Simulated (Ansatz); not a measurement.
Sn on the 1x1 (110) surface of bcc W, one in a 2x2 cell, started at the site 'bridge W-W (span 3.2 Å)'

These are PBE (plane waves to 420 eV, PAW; Ansatz, a first-principles code) values and carry that method's errors.

Model: 17-atom slab, 6.6 Å thick at the start under the adsorbate (thin: gaps and levels are the slab's own), 6x6x1 mesh, Fermi-Dirac 0.1 eV, dipole correction, 8 atoms held, the rest relaxed; held to the start's symmetry, so lower structures may exist; no spin, no spin-orbit, no U, no dispersion correction. At the end it is bonded to 4 W. In PBE it is, or lies within 0.03 eV of, the lowest of the starts that converged.

| Item | Value |
|---|---|
| adsorption energy against an atom of beta tin | -1.22 eV |
| work function of the top face | 4.68 eV |
| change of the work function | -0.14 eV |
| change of the step from the bottom to the top vacuum level, against the clean slab | -0.14 eV |
| energy released by relaxation | 0.54 eV |
| height of the binding atom over the mean of the host atoms within 0.3 Å of the top one | 2.224 Å |
| nearest host atoms of the binding atom | W at 2.79 Å, W at 2.79 Å, W at 3.13 Å |
| largest move of a host atom | 0.06 Å |
| cost | around 12 core-minutes (rough) |

A negative adsorption energy means that the adsorbate is more stable on the surface than in its reference.
